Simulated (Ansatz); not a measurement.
The starting structures come from a database of crystals and need not be the phases stable at ambient conditions.

Input:

```
CELL_PARAMETERS angstrom
      5.94134     0.00000     0.00000
     -2.97067     5.14536     0.00000
      2.97067     1.71512     4.85109
ATOMIC_POSITIONS crystal
  Ba 0.50000 0.25000 0.25000
  Ba 0.50000 0.75000 0.75000
  Lu 0.00000 0.50000 0.50000
  Nb 0.00000 0.00000 0.00000
  O  0.00000 0.75976 0.75976
  O  0.00000 0.24024 0.24024
  O  0.00000 0.75976 0.24024
  O  0.00000 0.24024 0.75976
  O  0.48048 0.24024 0.75976
  O  0.51952 0.75976 0.24024
```

Space group of this cell: Fm-3m. The cell is taken as given; by r2SCAN its mean pressure is -1.6 GPa.

Transport runs along the normal of the first two printed cell vectors, the (111) plane of the conventional cell.

The gap is the functional's own. No spin-orbit coupling. Mid-gap values are interpolated on the energy grid.

**Question.** Predict the band gap and the smallest decay constant κ at mid-gap from r2SCAN (Ansatz, a quantum-chemistry and plane-wave program).

**Answer.** Gap 3.29 eV on a 8×8×8 mesh; κ = 0.348 1/Å, at the zone centre.
